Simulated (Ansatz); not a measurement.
A periodic model of amorphous In₉Ga₉Zn₉O₃₈Ge:

```xyz
66
Lattice="9.0652 -0.2420 0.0793 -0.2420 9.5245 0.0085 0.0793 0.0085 9.7075" Properties=species:S:1:pos:R:3 pbc="T T T"
In     9.0810    -0.1641     3.6423
In     1.1404     3.7467     8.2981
In     8.2610     6.5734     1.3624
In     6.7280     2.5373     8.5410
In     6.0358     0.9284     2.9682
In     0.0519     1.0034     0.1435
In     2.8387     6.4968     8.9016
In     8.3478     6.5473     7.3767
In     5.7950     8.4565     9.3933
Ga     3.8233     0.2751     7.8294
Ga     6.8625     4.1635     5.7840
Ga     3.3380     5.0600     5.6883
Ga     3.0064     1.6047     2.9279
Ga     2.0898     8.8477     1.1760
Ga     2.1820     4.7598     2.0239
Ga     4.6542     6.8266     2.0675
Ga     1.1560     0.3859     6.6447
Ga     1.0554     3.1451     4.9203
Zn     5.9760     5.4250     8.8907
Zn     4.2245     7.8288     5.9719
Zn     4.7362     2.2408     5.8165
Zn     6.5657     7.2902     4.2206
Zn     7.1284     0.2118     6.4141
Zn     0.0309     5.8828     4.1881
Zn     3.5632     2.5456     0.1223
Zn     8.4206     3.1366     2.0518
Zn     2.5568     7.5923     3.8037
O      8.5145     8.5539     6.7694
O      2.1796     3.6652     6.3336
O      4.5573     7.2746     4.1216
O      2.6485     7.0314     1.7634
O      4.5159     2.2602     1.8799
O      4.9618     4.1392     5.3759
O      0.3378     8.5031     0.6172
O      2.0262     5.9141     4.5717
O      6.3458     5.7720     2.1847
O      7.1662     4.5160     7.6502
O      6.6821     2.1737     6.3987
O      7.3370     6.0795     5.5527
O      3.8272     6.2188     7.0452
O      8.4836     7.3012     3.3566
O      5.2307     8.8827     7.2935
O      7.2698     0.5672     9.0036
O      0.3223     5.1286     2.0717
O      4.4122     1.9956     8.0952
O      0.9474     5.8894     8.1897
O      2.5737     9.1106     6.4433
O      4.2906     1.1762     4.2900
O      6.8252     9.2944     4.4673
O      8.2604     1.1100     2.1998
O      2.2290     1.2719     1.0595
O      6.6841     3.1261     3.0316
O      2.4972     4.2962     0.1368
O      1.9065     3.1492     3.2244
O      3.1783     8.6657     9.2585
O      8.5836     3.8769     4.9483
O      5.6556     3.7957     0.2513
O      4.6617     6.5666     0.0615
O      5.3740     8.6497     1.7696
O      0.7177     1.3421     5.1100
O      1.2817     1.5449     8.0877
O      4.0009     4.9327     2.5011
O      7.3469     6.9197     9.2111
O      1.9121     9.2997     3.1348
O      8.6464     2.9107     9.6935
Ge     5.4761     3.9892     2.0503
```

Level of theory: PBE, scalar-relativistic without spin-orbit coupling (plane waves to 420 eV, PAW; Ansatz, a first-principles code).

The cell was made by melting and quenching with the CHGNet potential and then relaxed with DFT. O atoms were pushed apart under 1.9 Å during the dynamics, to hinder bonds among them. The hot cell started wider than the set density and was brought back towards it in steps. It is the lowest in DFT energy of 2 quenches. It is a model cell: composition and starting density were chosen by hand, and all elements were melted together. No dispersion term was used. Its density started from a set value of 5.81 and ended at 5.81 g/cm³. The simulated quench (nominally 210 K/ps over its main leg) is rapid and tends to freeze in more defects than a deposited or slowly cooled glass has. Values belong to this one cell and scatter from quench to quench. The volume was held where the preparation left it and the shape relaxed, at a PBE pressure of 0.9 GPa. Stress components on the final sampling reach 0.9 GPa.

Cut-offs for bonds: In-In 3.12 Å, In-Ga 2.90 Å, In-Zn 2.90 Å, In-O 2.78 Å, In-Ge 2.88 Å, Ga-Ga 2.68 Å, Ga-Zn 2.68 Å, Ga-O 2.48 Å, Ga-Ge 2.66 Å, Zn-Zn 2.68 Å, Zn-O 2.62 Å, Zn-Ge 2.66 Å, O-O 1.58 Å, O-Ge 2.23 Å, Ge-Ge 2.81 Å. Two cations that share two anions don't count as bonded, nor two that share one unless they lie closer than In-In 3.04 Å, In-Ga 2.82 Å, In-Zn 2.82 Å, In-Ge 2.80 Å, Ga-Ga 2.61 Å, Ga-Zn 2.61 Å, Ga-Ge 2.59 Å, Zn-Zn 2.61 Å, Zn-Ge 2.59 Å, Ge-Ge 2.57 Å.

**Question.** Give the coordination numbers, mean bond lengths and angles.

**Answer.** 
```yaml
Mean coordination of In by anions: 5.56 (4 with 5, 5 with 6)
Mean coordination of Ga by anions: 4.67 (4 with 4, 4 with 5, 1 with 6)
Mean coordination of Zn by anions: 4.44 (5 with 4, 4 with 5)
Mean coordination of O: 3.61 (16 with 3, 21 with 4, 1 with 5)
Mean coordination of Ge by anions: 5.00 (1 with 5)
Mean In-O bond: 2.206 Å (spread 0.119 Å, 50 counted)
Mean Ga-O bond: 1.947 Å (spread 0.095 Å, 42 counted)
Mean Zn-O bond: 2.067 Å (spread 0.160 Å, 40 counted)
Mean O-Ge bond: 1.876 Å (spread 0.091 Å, 5 counted)
Bond angle at In: mean 104.7°, spread 28.9°
Bond angle at Ga: mean 107.0°, spread 23.3°
Bond angle at Zn: mean 106.6°, spread 23.6°
Bond angle at O: mean 111.1°, spread 18.8°
Bond angle at Ge: mean 107.6°, spread 27.5°
```

**Question.** List the pairs of like atoms that count as bonded by the rules above.

**Answer.** There are none by these rules.
